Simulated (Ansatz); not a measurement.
Take KTaO3 in the cubic perovskite structure (space group Pm-3m, No. 221; a = 3.9520 Å) as the base. Axes: x, y, z lie along the cube axes.

All numbers come from Ansatz (a program for electronic structure) LDA, spin-orbit coupling left out.

It is then changed as follows: the cell is scaled by 0.9880 in all directions, atoms relaxed at fixed cell.

### Question
Predict the stress tensor and what it implies for the stiffness.

### Answer
Stress of the strained cell less that of the base (GPa, compression positive):
```
   8.56    0.00    0.00
   0.00    8.56    0.00
   0.00    0.00    8.56
```

Then B = −ΔP/(ΔV/V₀) with ΔV/V₀ = -0.0356 gives secant stiffness values (nonlinear terms included at this strain): B ≈ 241 GPa.

As a check, the harmonic strain energy −½ V₀ Δσ:ε is 12 meV/atom; the computed energy rise is 11 meV/atom.

Stability against distortions was not tested.
